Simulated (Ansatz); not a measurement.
**Effect of isotropic strain +3.00 % on GaAs**

The parent structure is GaAs in the zinc blende structure (space group F-43m, No. 216; a = 5.659 Å).

It is then changed as follows: an isotropic linear strain of +3.00 %; the atoms relax in the strained cell.

Calculations: PBEsol/PAW in Ansatz (a first-principles code), scalar-relativistic without spin-orbit coupling. k-mesh 10×10×10 (Γ-centred); smearing 0.05 eV (Fermi–Dirac).

The volume per atom grows by 2.10 Å³ to 24.75 Å³ and the space group stays F-43m (No. 216). The shortest interatomic distance grows by 0.074 Å to 2.524 Å and the energy rises by 35 meV/atom. The pressure goes from zero to -4.9 GPa and the band gap changes from 0.42 eV to zero.

Final structure:

```yaml
crystal:
  lattice:
    - [0.00000, 2.91436, 2.91436]
    - [2.91436, 0.00000, 2.91436]
    - [2.91436, 2.91436, 0.00000]
  atoms:
    - { symbol: Ga, position: [0.00000, 0.00000, 0.00000] }
    - { symbol: As, position: [0.25000, 0.25000, 0.25000] }
```

The mesh was chosen for an insulator and is coarse for the gapless case. No phonon test of stability was made. All final runs are without spin polarisation. A zero or small gap of GaAs under isotropic strain +3.00 % can be the functional's error rather than a property of the material.
